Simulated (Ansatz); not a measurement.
The reference is Ca$_{3}$P$_{2}$ (space group P-3m1, No. 164; a = 4.6700 Å, c = 7.0193 Å; a hypothetical phase, not in the database extracts checked). Axes: x lies along a and z along c of the hexagonal cell.

Structures relaxed with r2SCAN in Ansatz (plane waves to 500 eV, PAW, scalar-relativistic without spin-orbit coupling).

Base:

Simulated powder pattern, Cu Kα, λ = 1.54184 Å (kinematic, ideal powder, no thermal factors, no anomalous dispersion; the 10 strongest lines at most, above 2 %, up to 2θ = 90°):

```json
[
 {"2θ (°)": "21.98", "I/Imax (%)": "11", "hkl": "(100)"},
 {"2θ (°)": "25.42", "I/Imax (%)": "58", "hkl": "(101)"},
 {"2θ (°)": "33.82", "I/Imax (%)": "100", "hkl": "(012)"},
 {"2θ (°)": "38.56", "I/Imax (%)": "83", "hkl": "(110)"},
 {"2θ (°)": "44.75", "I/Imax (%)": "11", "hkl": "(103)"},
 {"2θ (°)": "52.21", "I/Imax (%)": "26", "hkl": "(202)"},
 {"2θ (°)": "55.61", "I/Imax (%)": "16", "hkl": "(113)"},
 {"2θ (°)": "57.22", "I/Imax (%)": "11", "hkl": "(104)"},
 {"2θ (°)": "66.74", "I/Imax (%)": "23", "hkl": "(122)"},
 {"2θ (°)": "69.76", "I/Imax (%)": "12", "hkl": "(300)"}
]
```

After one change:

Simulated powder pattern, Cu Kα, λ = 1.54184 Å (kinematic, ideal powder, no thermal factors, no anomalous dispersion; the 10 strongest lines at most, above 2 %, up to 2θ = 90°):

| 2θ (°) | I/Imax (%) |
|---|---|
| 21.98 | 13 |
| 25.10 | 15 |
| 25.26 | 18 |
| 25.58 | 28 |
| 33.57 | 81 |
| 34.32 | 38 |
| 38.49 | 10 |
| 38.56 | 100 |
| 51.52 | 11 |
| 52.56 | 20 |

Question: Name the change that was made.
A. strain tensor (xx, yy, zz, yz, xz, xy) = (−0.71, −0.22, +0.71, −0.40, +2.36, +0.88) %
B. isotropic strain +0.61 %
C. tensor shear ε_yz = −1.45 %
D. strain tensor (xx, yy, zz, yz, xz, xy) = (+1.74, −1.27, −1.50, +0.31, +0.39, +0.74) %

Answer: C, tensor shear ε_yz = −1.45 %. Its volume per atom is 26.51 Å³ against 26.52 Å³, and its space group is C2/m (No. 12).

Whether these cells are dynamically stable was not tested.

Ansatz is a first-principles code.
